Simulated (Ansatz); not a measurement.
## NH3 on the 1x1 (110) surface of zinc-blende InP (cut with top plane In + P), one in a 2x1 cell, started at the site 'top P'

Host crystal: zinc-blende InP, with a band gap (PBE, scalar-relativistic without spin-orbit coupling).

Method: HSE06, at the PBE geometry (plane waves to 420 eV, PAW; Ansatz, a first-principles code).

Model: 24-atom slab, 8.9 Å thick at the start under the adsorbate (thin: gaps and levels are the slab's own), 2x3x1 mesh, Fermi-Dirac 0.01 eV, dipole correction, single point; no symmetry held, on the structure that PBE left; no spin, no spin-orbit, no U, no dispersion correction. At the end it is bonded to In. In PBE it is, or lies within 0.03 eV of, the lowest of the starts that converged; the order may differ at this level.

- adsorption energy against NH3(g) at the same level = -0.99 eV
- change of the step from the bottom to the top vacuum level, against the clean slab = -1.23 eV
- height of the binding atom over the mean of the host atoms within 0.3 Å of the top one = 2.271 bohr
- nearest host atoms of the binding atom = In at 2.38 Å, P at 3.57 Å, P at 3.71 Å
- note = in the relaxation the adsorbate left its starting site by 3.5 Å
- cost = around 50 core-minutes (rough)

A negative adsorption energy means that the adsorbate is more stable on the surface than in its reference.
